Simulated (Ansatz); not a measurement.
System: O vacancy in polar orthorhombic ZrO2 with all lengths changed by -1 % (charge state +2). Level of theory: PBE, PAW (plane waves to 420 eV; Ansatz, a first-principles code).

Settings: 96 host sites, the strained lattice (strain from the relaxed PBE one, atoms relaxed), the Γ point alone, smearing 0.01 eV, spin-restricted, no image-charge correction. Static, classical nuclei. The host's phase is taken as given; its stability against other phases was not computed. The charge state is imposed; whether it is stable for some Fermi level was not computed. Forms of the defect that were not tried may lie lower.

Barriers: single points on a 2×2×2 k-point mesh shifted by half a step at the bands' geometries.

The step: a nearby O atom hops onto the vacant site. Atoms about the jump, Cartesian Å from the middle of the jump, before and after:

| atom | x0 | y0 | z0 | x1 | y1 | z1 |
|---|---|---|---|---|---|---|
| O1 | -0.52 | 0.06 | 1.15 | 0.52 | -0.06 | -1.15 |
| Zr2 | -1.37 | -1.10 | -0.36 | -1.26 | -1.13 | -0.62 |
| Zr3 | 1.54 | 1.84 | -0.35 | 1.43 | 1.63 | -0.48 |
| O4 | 2.01 | 0.67 | 1.37 | 1.91 | 0.61 | 1.32 |
| O5 | 0.01 | -2.41 | 0.83 | 0.05 | -2.09 | 0.84 |
| Zr6 | 1.12 | -1.04 | 2.08 | 1.31 | -1.11 | 2.18 |
| O7 | -1.98 | 0.62 | -1.21 | -2.04 | 0.63 | -1.19 |
| O8 | -0.11 | -2.09 | -1.69 | -0.14 | -2.48 | -1.73 |
| O9 | 0.08 | 2.70 | 0.86 | -0.02 | 2.52 | 0.86 |
| O10 | 2.94 | 0.55 | -1.22 | 3.19 | 0.63 | -1.19 |
| O11 | -0.05 | 2.52 | -1.67 | -0.13 | 2.63 | -1.71 |
| Zr12 | 1.19 | -1.13 | -3.16 | 1.14 | -1.06 | -2.99 |
| O13 | 2.46 | -2.03 | -1.75 | 2.49 | -2.04 | -1.68 |
| O14 | 2.67 | -2.00 | 0.80 | 2.77 | -2.06 | 0.86 |
| Zr15 | 1.43 | -3.38 | -0.44 | 1.45 | -3.40 | -0.42 |
| O16 | -0.59 | -0.05 | -3.69 | -0.63 | -0.05 | -3.74 |

Question: Predict the transition state.

Answer: 
```json
[
 {"atom": "O1", "x": "0.39", "y": "-0.06", "z": "-0.27"},
 {"atom": "Zr2", "x": "-1.31", "y": "-1.13", "z": "-0.53"},
 {"atom": "Zr3", "x": "1.45", "y": "1.66", "z": "-0.35"},
 {"atom": "O4", "x": "2.01", "y": "0.71", "z": "1.53"},
 {"atom": "O5", "x": "-0.02", "y": "-2.37", "z": "0.85"},
 {"atom": "Zr6", "x": "1.21", "y": "-1.08", "z": "2.03"},
 {"atom": "O7", "x": "-2.08", "y": "0.60", "z": "-1.27"},
 {"atom": "O8", "x": "-0.14", "y": "-2.33", "z": "-1.76"},
 {"atom": "O9", "x": "0.00", "y": "2.59", "z": "0.90"},
 {"atom": "O10", "x": "3.10", "y": "0.60", "z": "-1.17"},
 {"atom": "O11", "x": "-0.10", "y": "2.56", "z": "-1.67"},
 {"atom": "Zr12", "x": "1.17", "y": "-1.14", "z": "-3.11"},
 {"atom": "O13", "x": "2.46", "y": "-2.02", "z": "-1.73"},
 {"atom": "O14", "x": "2.72", "y": "-2.02", "z": "0.80"},
 {"atom": "Zr15", "x": "1.43", "y": "-3.40", "z": "-0.44"},
 {"atom": "O16", "x": "-0.60", "y": "-0.07", "z": "-3.69"}
]
```
It lies 0.45 eV above the start and 0.45 eV above the end. The saddle point's order was not checked.
